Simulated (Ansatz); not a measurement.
# Convergence study of the plane-wave cutoff for Pt3Pb (P4mm, 4 atoms in the cell)

```
CELL_PARAMETERS angstrom
      4.12023     0.00000     0.00000
      0.00000     4.12023     0.00000
      0.00000     0.00000     4.12023
ATOMIC_POSITIONS crystal
  Pt 0.50000 0.00000 0.50000
  Pt 0.01213 0.50000 0.50000
  Pt 0.50000 0.50000 0.00000
  Pb 0.00000 0.00000 0.00000
```

Level of theory: LDA (PW92), default PAW files made with PBE (plane waves; Ansatz, an electronic-structure program).

Base settings: basis.ecutwfc = 420 eV; kpoints.mp_grid.grid = 7 7 7; hamiltonian.xc = lda; hamiltonian.pseudopotentials = {kind: paw} (the program's default PAW files); scf.occupations.method = fermi_dirac; scf.occupations.width = 0.1 eV.

The second cell is the first with its lattice scaled by 0.98.

The mesh stays at the base's, so the ladder's end is converged at best in this setting alone.

The first pressure column holds Ansatz's estimate of the finite-basis (Pulay) stress, which hides part of the cutoff error; the other is without it.

Only quantities that move along the ladder and can be compared are tabulated.

The count of work is k-points × plane waves × bands × iterations; it is no time. 

The starting cell comes from a database of computed structures (which also holds hypothetical and non-ambient phases and stackings), without a prior relaxation at this level. Its lattice was rescaled by up to half a per cent. One atom was moved a little off its site on purpose. Spin polarisation is off. In the base run, with a pressure of about -11 GPa the cell is away from its equilibrium volume at this level.

Steps (basis.ecutwfc): 145 eV; 170 eV; 190 eV; 210 eV; 230 eV; 250 eV; 295 eV; 335 eV; 380 eV; 420 eV; 460 eV; 505 eV; 565 eV; 630 eV; 735 eV; 840 eV; 1010 eV.

Task: What is the coarsest basis.ecutwfc that holds the energy of the compressed cell less the first within 2 meV/atom of the last step, with all finer ones?

Result: 335 eV, at 0.19 of the last step's count of work; the step before is off by 3.8 meV/atom.

Task: What is the coarsest basis.ecutwfc that holds the pressure without the Pulay estimate within 0.5 GPa of the last step, with all finer ones?

Result: 380 eV, at 0.24 of the last step's count of work; the step before is off by 2.3 GPa.

Task: What is the coarsest basis.ecutwfc that holds the free energy within 1 meV/atom of the last step, with all finer ones?

Result: 460 eV, at 0.31 of the last step's count of work; the step before is off by 1.3 meV/atom.

| basis.ecutwfc | free energy less the last step's (meV/atom) | energy of the compressed cell less the first (meV/atom) | pressure (GPa) | pressure without the Pulay estimate (GPa) | largest difference of a force vector from the last step's (eV/Å) | count of work / last |
|---|---|---|---|---|---|---|
| 145 eV | 55727.96 | -642.93 | -88.89 | -1580.15 | 0.149 | 0.076 |
| 170 eV | 26104.15 | -483.63 | -66.95 | -910.89 | 1.188 | 0.097 |
| 190 eV | 13438.40 | 128.30 | -11.50 | -548.79 | 0.628 | 0.12 |
| 210 eV | 6505.63 | 69.73 | 5.91 | -314.44 | 0.091 | 0.11 |
| 230 eV | 2936.01 | 11.13 | -1.79 | -172.59 | 0.211 | 0.12 |
| 250 eV | 1257.48 | -20.37 | -10.16 | -92.58 | 0.158 | 0.14 |
| 295 eV | 158.92 | -40.14 | -11.50 | -25.64 | 0.006 | 0.16 |
| 335 eV | 19.38 | -37.26 | -11.04 | -13.28 | 0.006 | 0.19 |
| 380 eV | 2.16 | -36.19 | -10.94 | -11.06 | 0.000 | 0.24 |
| 420 eV | 1.34 | -36.27 | -10.95 | -10.98 | 0.000 | 0.27 |
| 460 eV | 0.81 | -36.29 | -10.95 | -10.98 | 0.000 | 0.31 |
| 505 eV | 0.48 | -36.29 | -10.95 | -10.96 | 0.000 | 0.36 |
| 565 eV | 0.31 | -36.29 | -10.95 | -10.96 | 0.000 | 0.42 |
| 630 eV | 0.15 | -36.29 | -10.95 | -10.96 | 0.000 | 0.50 |
| 735 eV | 0.05 | -36.30 | -10.95 | -10.95 | 0.000 | 0.62 |
| 840 eV | 0.02 | -36.30 | -10.95 | -10.95 | 0.000 | 0.77 |
| 1010 eV | 0.00 | -36.30 | -10.95 | -10.95 | 0.000 | 1.0 |

The energy difference between the two cells stays within 1 meV/atom of the last step's from 335 eV on, the total only from 460 eV on: much of the error is common to both cells and cancels.

At the lowest cutoff the pressure without the Pulay estimate lies 1570 GPa under the last step's, the usual sign of Pulay stress in an incomplete plane-wave basis.

Keys are those of Ansatz 0.2.
